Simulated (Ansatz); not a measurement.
Amorphous Si20Al4O46, 70 atoms at 2.20 g/cm³, one PBE-relaxed geometry, zone centre. Methods: PBE, scalar-relativistic without spin-orbit coupling (Ansatz, a program for electronic structure); r2SCAN, scalar-relativistic without spin-orbit coupling (Ansatz); HSE06, scalar-relativistic without spin-orbit coupling (Ansatz). Plane waves to 420 eV (r2SCAN 500 eV); exact exchange is cut at the cell's faces. At PBE the levels at the filled edge of the gap are localised (band-tail or defect states), and the nearest spread-out levels lie 5.0 eV apart at the zone centre. All rungs ran without spin polarisation.

Preparation: random packing, a CHGNet melt and quench, and a DFT relaxation. O atoms were pushed apart under 1.9 Å during the dynamics, to hinder bonds among them. The hot cell started wider than the set density and was brought back towards it in steps. It is the lowest in DFT energy of 2 quenches. It is a model cell: composition and starting density were chosen by hand, and all elements were melted together. No dispersion term was used. Its density started from a set value of 2.38 and ended at 2.20 g/cm³. The simulated quench (nominally 390 K/ps over its main leg) is rapid and tends to freeze in more defects than a deposited or slowly cooled glass has. A cell of this size samples the disorder only roughly. Volume and shape were free in the relaxation.

The relaxation ran on the zone centre alone. At PBE the level gap is 4.54 eV on a 2×2×2 Γ-centred mesh, and the spacing at the zone centre alone 4.54 eV.

Question: What zone-centre spacing does r2SCAN give, roughly?

Answer: 5.19 eV (+0.65 eV against PBE).

Question: What zone-centre spacing does HSE06 give, roughly?

Answer: 6.30 eV (+1.75 eV against PBE).

The highest filled and the lowest empty state spread over these numbers of atoms (participation numbers): PBE: 7.7 and 29.7; r2SCAN: 6.6 and 28.6; HSE06: 7.5 and 29.1.
